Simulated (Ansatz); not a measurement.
Results of PBEsol (Ansatz, a first-principles code, PAW) for ErCu2 (Imma, No. 74; cell taken from a computed entry).

Numerical settings: plane-wave cutoff 500 eV, 16×16×16 k mesh, Fermi–Dirac smearing 0.1 eV, spin-polarised start, scalar-relativistic PAW data made under PBE.

Computed at the level's own relaxed cell.

Predict the volume per atom.


- volume per atom = 17.11 Å³/atom

The run finds no gap.

Note: the magnetic order was assumed, not searched for or taken from measurement; the relaxation could not lower the start's symmetry, so the cell can be a saddle point above a distorted one; the 4f shell is treated without U or exact exchange, so its levels and filling can be wrong.

Spin–orbit coupling is not included.

Computed values are for the static lattice.
